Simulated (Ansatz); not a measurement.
The structure below was relaxed with r2SCAN/PAW in Ansatz (a quantum-chemistry and plane-wave program), no spin-orbit coupling.

```xyz
1
Lattice="0.0000 2.0086 2.0086 2.0086 0.0000 2.0086 2.0086 2.0086 0.0000" Properties=species:S:1:pos:R:3 pbc="T T T"
W      0.0000     0.0000     0.0000
```

**Question.** Find the space group and the Wyckoff positions.

**Answer.** Space group Fm-3m (No. 225); a = b = c = 4.0173 Å, α = β = γ = 90.00°

| atom | site | symmetry | x | y | z |
|---|---|---|---|---|---|
| W | 4a | m-3m | 0.0000 | 0.0000 | 0.0000 |

**Question.** Describe the coordination.

**Answer.** The crystal has 4 atoms in its conventional cell. Conventional cell: a = b = c = 4.017 Å, α = β = γ = 90.00°. W has 12 W at 2.841 Å (cuboctahedral). (Neighbours: up to the widest gap in distance over summed covalent radii, below 1.35, at either atom.)

Whether these cells are dynamically stable was not tested. The final runs are not spin-polarised. The cell was made from Au by this change: Au → W; the result is a model cell. This is not the structure that W has at room temperature and ambient pressure.
